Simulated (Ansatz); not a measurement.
Habitual settings against a tight run: NiSb (P6_3/mmc, 4 atoms in the cell)

Self-consistent single point.

```xyz
4
Lattice="3.9886 0.0000 0.0000 -1.9943 3.4542 0.0000 0.0000 0.0000 5.1929" Properties=species:S:1:pos:R:3 pbc="T T T"
Ni     0.0000     0.0000     0.0000
Ni     0.0000     0.0000     2.5965
Sb     0.0000     2.3028     1.2982
Sb     1.9943     1.1514     3.8947
```

Method: PBEsol, harder PAW files (source: ansatz) made with PBE (plane waves; Ansatz, a quantum-chemistry and plane-wave program).

Base settings: basis.ecutwfc = 920 eV; kpoints.mp_grid.grid = 8 8 5; hamiltonian.xc = pbesol; hamiltonian.pseudopotentials = {kind: paw, source: ansatz}; scf.occupations.method = methfessel_paxton; scf.occupations.width = 0.05 eV.

Tight run (finer mesh or higher cutoff; not a proven limit): basis.ecutwfc: 920 eV → 1290 eV; kpoints.mp_grid.grid: 8 8 5 → 11 11 7; scf.convergence.dr2_threshold: default (1e-07 eV) → 1e-09 eV. It gave Fermi level (on the code's own zero) 15.87 eV; pressure -6.76 GPa.

Quick runs, as changes from the base:
- A: the base itself
- B: basis.ecutwfc: 920 eV → 550 eV; kpoints.mp_grid.grid: 8 8 5 → 1 1 1
- C: basis.ecutwfc: 920 eV → 735 eV; kpoints.mp_grid.grid: 8 8 5 → 6 6 6; scf.convergence.dr2_threshold: default (1e-07 eV) → 0.0001 eV
- D: basis.ecutwfc: 920 eV → 460 eV; kpoints.mp_grid.grid: 8 8 5 → 8 8 8
- E: basis.ecutwfc: 920 eV → 645 eV; kpoints.mp_grid.grid: 8 8 5 → 4 4 4; hamiltonian.xc: pbesol → lda [LDA (PW92)]

Dashes: energy of E, another energy zero.

† marks runs with another functional, U, potentials or spin treatment: their distance from the tight run is not a convergence error alone.

The count of work is k-points × plane waves × bands × iterations; it is no time. 

Pressures in the table are Ansatz's without its Pulay estimate, at a fixed set of plane waves; the tight run's value above holds the estimate.

The starting cell comes from a database of computed structures (which also holds hypothetical and non-ambient phases and stackings), without a prior relaxation at this level. Its lattice was rescaled by a random factor within 2.5 % of one. Spin polarisation is off. In the base run, with a pressure of about -7 GPa the cell is away from its equilibrium volume at this level.

```
run  energy less tight (meV/atom)  pressure less tight (GPa)  count of work / tight
---  ----------------------------  -------------------------  ---------------------
A                             0.6                      -0.21                   0.24
B                          3030.2                       0.43                 0.0033
C                             6.9                      -0.80                   0.11
D                          2048.1                    -104.20                   0.12
E†                              –                      -8.89                  0.055
```

Among the runs at the tight run's level, the energy misses run from 0.6 to 3030.2 meV/atom.

Left out of this page: 1 run of the series unsound by tests on forces, stress, charge or solver warnings.

Keys are those of Ansatz 0.2.
